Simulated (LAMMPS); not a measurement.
System: a free-standing liquid film of ZnO, 600 atoms, at 3040 K.

Model: classical MD, Buckingham potential of Lewis and Catlow, J. Phys. C 18, 1149 (1985), first set, used with rigid ions (no shells), PPPM sums, short-range terms cut at 10 Å, modified for these runs by an r^-4 repulsive force inside the short-range force's maximum, run in LAMMPS.

```yaml
surface_tension: 0.65 ± 0.05 N/m
excess_potential_energy_of_the_surface: 0.60 J/m²
number_density_in_the_middle: 0.0692 Å⁻³
cost: roughly 26 core-minutes
```

Potential: Lewis and Catlow, J. Phys. C 18, 1149 (1985), first set; O-O C6 of 27.879 eV Å6 from the Catlow library, as the file leaves it open.

Caution: the potential ionic pair potential lewis1985a is fitted to static crystal properties with a polarisable anion, which is rigid here. Caution: at ambient pressure real ZnO sublimes or decomposes before or as it melts, so this liquid is the model's.

Uncertainties are statistical and leave out the potential's own error.
